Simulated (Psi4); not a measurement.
Psi4 1.11, TPSS/def2-svp: cyclotrisilazane (N1[SiH2]N[SiH2]N[SiH2]1), 15 atoms. The geometry is a generated start, not checked to be a minimum at this level.

| Quantity | Result |
|---|---|
| task | energy |
| method | tpss |
| basis | def2-svp |
| memory | 3 GB |
| maxiter | 100 |
| keys of the molecule block | symmetry c1 |
| scf_type | df (default) |
| e_convergence | 1e-06 (default) |
| d_convergence | 1e-06 (default) |
| dft_radial_points | 75 (default) |
| dft_spherical_points | 302 (default) |
| basis functions | 141 |
| grid points | 317647 |

```xyz
15

Si     1.6702    -0.4327    -0.5255
N      0.5109    -1.5268     0.1398
Si    -1.1724    -1.2974     0.4391
N     -1.4408     0.3999     0.6096
Si    -0.5365     1.7200    -0.0351
N      1.0840     1.1678    -0.2641
H      1.8540    -0.6937    -1.9670
H      2.9350    -0.5912     0.2045
H      0.8250    -2.4793     0.2019
H     -1.9736    -1.8407    -0.6752
H     -1.5195    -1.9478     1.7086
H     -2.3492     0.6476     0.9635
H     -0.5282     2.8067     0.9508
H     -1.1124     2.1723    -1.3165
H      1.7536     1.8955    -0.4344
```

With the defaults (diis = true, scf_initial_accelerator = adiis, damping_percentage = 0, guess = auto, which took SAD, diis_max_vecs = 10, level_shift = 0, level_shift_cutoff = 0.01, diis_start = 1) it converges in 9 SCF iterations. One run each on 2 threads, with these changes:
- diis_start = 4
- level_shift = 0.5, level_shift_cutoff = 0.001
- guess = sapgau
- diis_max_vecs = 3
- scf_initial_accelerator = none
- diis = false, scf_initial_accelerator = none, damping_percentage = 60
- guess = huckel
- diis_max_vecs = 20
- level_shift = 0.1, level_shift_cutoff = 0.001

Task: Name the settings that don't reach the solution of the defaults.

Result: No convergence: diis = false, scf_initial_accelerator = none, damping_percentage = 60 (the run ends without SCF convergence in 100 iterations). The rest reach the solution of the defaults.

```csv
setting,SCF iterations,end
the defaults,9,same solution
guess = sapgau,9,same solution
diis_max_vecs = 20,9,same solution
"level_shift = 0.5, level_shift_cutoff = 0.001",9,same solution
"level_shift = 0.1, level_shift_cutoff = 0.001",9,same solution
scf_initial_accelerator = none,9,same solution
guess = huckel,9,same solution
diis_max_vecs = 3,11,same solution
diis_start = 4,15,same solution
"diis = false, scf_initial_accelerator = none, damping_percentage = 60",100,no convergence
```

1 further run of the study ended by our limits or in an error and is left out.
